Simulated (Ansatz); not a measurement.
Base system: Al2Au (space group Fm-3m, No. 225; a = 6.002 Å).

Perturbation: a negative pressure, −1 GPa.

Levels (all Ansatz, an electronic-structure program, PAW): PBEsol (420 eV, spin-orbit coupling left out); PBEsol+SOC (420 eV, noncollinear with spin-orbit coupling).

The geometry is relaxed with PBEsol.

```
Quantity           Result
---------------  --------
PBEsol pressure  -1.0 GPa
```

Task: Predict the pressure from PBEsol+SOC.

Result: The pressure falls by 0.8 GPa to -1.8 GPa.

Single points use the geometry relaxed with PBEsol. Differences between runs with and without spin-orbit coupling are approximate. Load acts through the strain it causes; cell and atoms are relaxed under it. No phonon test of stability was made.
